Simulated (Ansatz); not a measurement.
For PbZrO₃ (Amm2, No. 38, 5 atoms in the cell; start mp-20337; a measured phase of this formula has another space group), PBEsol (Ansatz, an electronic-structure program, PAW) gives:

bulk modulus: 132 GPa
cohesive energy: 6.59 eV/atom
band gap: 2.60 eV

Question: What does r²SCAN (plane waves, PAW; Ansatz) give for the same quantities?

Answer: 
- bulk modulus: 132 GPa (stays essentially unchanged)
- cohesive energy: 6.11 eV/atom (falls by 0.48 eV/atom)
- band gap: 3.12 eV (increases by 0.52 eV)

Changes are worked out from the printed values.

Unless a cell is named, each level is at its own relaxed cell (PBEsol 14.46, r²SCAN 14.68 Å³/atom).

Levels without +SOC leave out spin–orbit coupling, which shifts energies and cells of such heavy elements.

Levels without +SOC have no spin–orbit coupling; where heavier elements are present it shifts gaps, mostly down, and can invert bands. Density-functional gaps are differences of (generalised) Kohn–Sham levels.

Caveats: the bulk modulus is −V dP/dV from two relaxed cells at ±2 % in volume (PBEsol, r²SCAN); the relaxation could not lower the start's symmetry, so the cell can be a saddle point above a distorted one (PBEsol, r²SCAN). Ansatz's density-functional and Hartree–Fock values are scalar-relativistic unless marked +SOC, with PAW data made under PBE.

A start named mp-… is a Materials Project structure, which need not be a measured phase.
